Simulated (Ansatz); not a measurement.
## Fermi-surface data of Ir (I4/mmm)

Data:

```
Ir
1.0
    0.00000     1.91654     1.90709
    1.91654     0.00000     1.90709
    1.91654     1.91654     0.00000
Ir
1
Direct
  0.00000   0.00000   0.00000
```

Method: PBEsol, rigid bands (plane waves, PAW, scalar-relativistic; Ansatz, a quantum-chemistry and plane-wave program). Condition of this run: uniaxial stress zz = 2 GPa (compression positive) (the target of the relaxation). Geometry: cell and atoms relaxed with PBEsol, then loaded as said.

```json
{
  "density of states at the Fermi level": "0.881 states/(eV·cell), both spins",
  "bare Sommerfeld coefficient": "2.1 mJ/(mol of atoms·K²)",
  "drude_plasma_energy": "10.8 eV",
  "root-mean-square Fermi velocity": "8.4e5 m/s",
  "resistivity times τ": "4.2 ×10⁻²² Ω·m·s",
  "resistivity_times_mean_free_path": "3.7 ×10⁻¹⁶ Ω·m²"
}
```

A metal at this level (no band gap); rigid bands, thermally averaged at 300 K, both spins. Spin-orbit coupling is left out, which matters with elements this heavy. τ is one relaxation time for all states; the product of resistivity and mean free path takes one path for all states instead.
